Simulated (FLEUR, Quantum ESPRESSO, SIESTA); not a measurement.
# MoS2 (P6_3/mmc, 6 atoms in the cell) computed with different codes at matched settings

Self-consistent single point.

```
MoS2
1.0
    3.19403     0.00000     0.00000
   -1.59702     2.76611     0.00000
    0.00000     0.00000    13.21397
Mo S
2 4
Direct
  0.00000   0.00000   0.25000
  0.00000   0.00000   0.75000
  0.33333   0.66667   0.36774
  0.66667   0.33333   0.63226
  0.66667   0.33333   0.86774
  0.33333   0.66667   0.13226
```

Shared settings, as Quantum ESPRESSO writes them: occupations = fixed; K_POINTS = automatic 10 10 2 0 0 0. Potentials and cutoffs stand in the table.

```tsv
code	model	pressure (GPa)	largest force (eV/Å)	cutoff
FLEUR	PBE+U, all-electron FLAPW (FLEUR), scalar-relativistic valence	–	0.525	Kmax 3.9 1/bohr
SIESTA	GGA PBE+U, numerical atomic orbitals TZP, PseudoDojo PBE standard norm-conserving potentials (rewritten from UPF to PSML)	-1.20	0.019	grid 400 Ry
Quantum ESPRESSO	PBE+U, PseudoDojo standard norm-conserving (PBE) pseudopotentials	-7.13	0.764	80 Ry
```

Hubbard term: atomic; U Mo-4d 7 eV.

A dash marks a value that a program does not give, or that is left out as unsure.

On FLEUR's run: spin polarisation is off. The U value is a test value, and with U on an open shell several self-consistent states can exist.

The spread over the programs that give each value: pressure within 5.93 GPa; largest force within 0.745 eV/Å.

SIESTA uses small atom-centred bases, whose incompleteness enters pressures, forces and empty levels differently from a plane-wave cutoff. FLEUR treats all electrons, but the usual bases taken here (sphere radii, linearisation, local orbitals, empty states) were not tested for convergence, so the values are no reference for the others. The same U acts on different projectors in each program, which moves gaps, moments and pressures.

This mesh misses zone-boundary points where a band edge of such crystals can lie, so no gaps are given.

The starting cell comes from a database of computed structures (which also holds hypothetical and non-ambient phases and stackings), without a prior relaxation at this level. Its lattice was rescaled by a random factor within 2.5 % of one.

Left out of this page: Ansatz (on a method kept out of this collection); GPAW (failed or unconverged).
